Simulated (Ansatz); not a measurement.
**InP: response to strain**

Start from InP in the zinc blende structure (space group F-43m, No. 216).

```
CELL_PARAMETERS angstrom
      0.00000     2.95348     2.95348
      2.95348     0.00000     2.95348
      2.95348     2.95348     0.00000
ATOMIC_POSITIONS crystal
  In 0.00000 0.00000 0.00000
  P  0.25000 0.25000 0.25000
```

Cartesian axes are those of the cell as printed.

Strains are applied to the cell and any free atomic positions relax.

Calculations: Ansatz (an electronic-structure program) r2SCAN, scalar-relativistic without spin-orbit coupling.

| uniaxial strain ε_zz (%) | band gap (eV) |
|---|---|
| 0 | 1.03 |
| 0.5 | 0.99 |
| 1 | 0.95 |
| 1.5 | 0.92 |
| 2 | ? |
| 2.5 | 0.84 |
| 3 | 0.80 |

Fit E_g = E₀ + Dε (ε in %) to the rows shown and predict the withheld row.

Least squares on the printed values gives E₀ = 1.03 eV, D = -75.9 meV per % of strain (largest residual 0.00 eV); this predicts 0.88 eV, and the run gives 0.88 eV, in agreement.

No phonon test of stability was made.
